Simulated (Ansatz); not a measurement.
**Question.** Name crystals whose band gap lies between 0.75 and 1.17 eV and whose hole conductivity mass lies between 3 and 4.8 mₑ, by PBEsol, rigid bands in Ansatz (a program for electronic structure).

**Answer.** Many crystals can fit; among those computed here:
- Cs2O (R-3m): 0.93 eV, 3.8 mₑ

Masses are for dilute carriers at 300 K, harmonic means over directions unless an axis is named. Spin-orbit coupling is left out.

Formula and space group known from diffraction (Crystallography Open Database), not checked to be the room-temperature form: Cs2O (R-3m).
